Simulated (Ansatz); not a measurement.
Amorphous silicon oxynitride (Si₂₄O₃₆N₈), 68 atoms at 2.37 g/cm³, one PBE-relaxed geometry, zone centre. Methods: PBE, scalar-relativistic without spin-orbit coupling (Ansatz, a program for electronic structure); r2SCAN, scalar-relativistic without spin-orbit coupling (Ansatz). Plane waves to 420 eV (r2SCAN 500 eV). All rungs ran without spin polarisation.

A CHGNet melt-quench gave the starting glass, which DFT then relaxed. O and N atoms were pushed apart under 1.9 Å during the dynamics, to hinder bonds among them. The hot cell started wider than the set density and was brought back towards it in steps. It is the lowest in DFT energy of 2 quenches. It is a model cell: composition and starting density were chosen by hand, and all elements were melted together. No dispersion term was used. Its density started from a set value of 2.36 and ended at 2.37 g/cm³. The simulated quench (nominally 300 K/ps over its main leg) is rapid and tends to freeze in more defects than a deposited or slowly cooled glass has. A cell of this size samples the disorder only roughly. The volume was free in the relaxation, at fixed shape. Stress components on the final sampling reach 2.9 GPa.

The relaxation ran on the zone centre alone. At PBE the gap is 4.15 eV on a 2×2×2 Γ-centred mesh, and the spacing at the zone centre alone 4.15 eV.

Question: What zone-centre spacing does r2SCAN give, roughly?

Answer: 4.73 eV (+0.58 eV against PBE).

The highest filled and the lowest empty state spread over these numbers of atoms (participation numbers): PBE: 11.8 and 59.1; r2SCAN: 11.3 and 59.6.
